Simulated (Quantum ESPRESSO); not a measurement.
Worked example: self-consistent single point of Zr (P6_3/mmc, 2 atoms in the cell) in Quantum ESPRESSO.

Computed with revPBE, SSSP 1.1.2 precision (PBE) pseudopotentials (plane waves; Quantum ESPRESSO).

```
CELL_PARAMETERS angstrom
      3.26741     0.00000     0.00000
     -1.63371     2.82966     0.00000
      0.00000     0.00000     5.21722
ATOMIC_POSITIONS crystal
  Zr 0.33333 0.66667 0.25000
  Zr 0.66667 0.33333 0.75000
```

Reference input (self-consistent single point, DFT, revPBE, plane waves, SSSP 1.1.2 precision (PBE) pseudopotentials): ecutwfc = 50 Ry; ecutrho = 400 Ry; occupations = smearing; smearing = marzari-vanderbilt; degauss = 0.0073499 Ry; input_dft = revpbe; potentials = {Zr: Zr_pbe_v1.uspp.F.UPF}; K_POINTS = automatic 9 9 5 0 0 0; conv_thr = 1e-09 Ry; mixing_beta = 0.5. This run's input differs from it in these lines:

```diff
@@ -12,4 +12,4 @@
    ntyp = 1,
-   ecutwfc = 50,
-   ecutrho = 400,
+   ecutwfc = 20,
+   ecutrho = 160,
    occupations = 'smearing',
```

Log, with long lists cut:

```
     Self-consistent Calculation

     iteration #  1     ecut=    20.00 Ry     beta= 0.50

     Threshold (ethr) on eigenvalues was too large:
     Diagonalizing with lowered threshold

     negative rho (up, down):  1.265E-01 0.000E+00

     total energy              =    -198.34351694 Ry
     estimated scf accuracy    <       0.03743429 Ry

     iteration #  2     ecut=    20.00 Ry     beta= 0.50

     negative rho (up, down):  1.290E-01 0.000E+00

     total energy              =    -198.34660932 Ry
     estimated scf accuracy    <       0.00335169 Ry

     iteration #  3     ecut=    20.00 Ry     beta= 0.50

     negative rho (up, down):  1.303E-01 0.000E+00

     total energy              =    -198.34702567 Ry
     estimated scf accuracy    <       0.00025783 Ry

   [... 3 blocks of this kind left out ...]

     iteration #  7     ecut=    20.00 Ry     beta= 0.50

     negative rho (up, down):  1.303E-01 0.000E+00

     total energy              =    -198.34705289 Ry
     estimated scf accuracy    <          5.5E-09 Ry

     iteration #  8     ecut=    20.00 Ry     beta= 0.50

     negative rho (up, down):  1.303E-01 0.000E+00
     End of self-consistent calculation

     the Fermi energy is    13.6822 ev

!    total energy              =    -198.34705290 Ry
     estimated scf accuracy    <          5.6E-11 Ry
     smearing contrib. (-TS)   =      -0.00022767 Ry
     internal energy E=F+TS    =    -198.34682523 Ry

     convergence has been achieved in   8 iterations

     negative rho (up, down):  1.303E-01 0.000E+00

     Forces acting on atoms (cartesian axes, Ry/au):

     atom    1 type  1   force =    -0.00000000   -0.00000000    0.00000000
     atom    2 type  1   force =     0.00000000    0.00000000    0.00000000

     Total force =     0.000000     Total SCF correction =     0.000000

     negative rho (up, down):  1.303E-01 0.000E+00
          total   stress  (Ry/bohr**3)                   (kbar)     P=      -44.82
  -0.00031397   0.00000000   0.00000000          -46.19        0.00        0.00
   0.00000000  -0.00031397   0.00000000            0.00      -46.19        0.00
   0.00000000   0.00000000  -0.00028617            0.00        0.00      -42.10

   JOB DONE.
```

The run converged in 8 iterations. Against the reference run the free energy goes up by 53.3 meV/atom and the pressure goes from -1.19 to -4.48 GPa.

The starting cell comes from a database of computed structures (which also holds hypothetical and non-ambient phases and stackings), without a prior relaxation at this level. Its lattice was rescaled by a random factor within 2.5 % of one. At the lowered cutoff the pressure carries the error of an incomplete plane-wave basis.
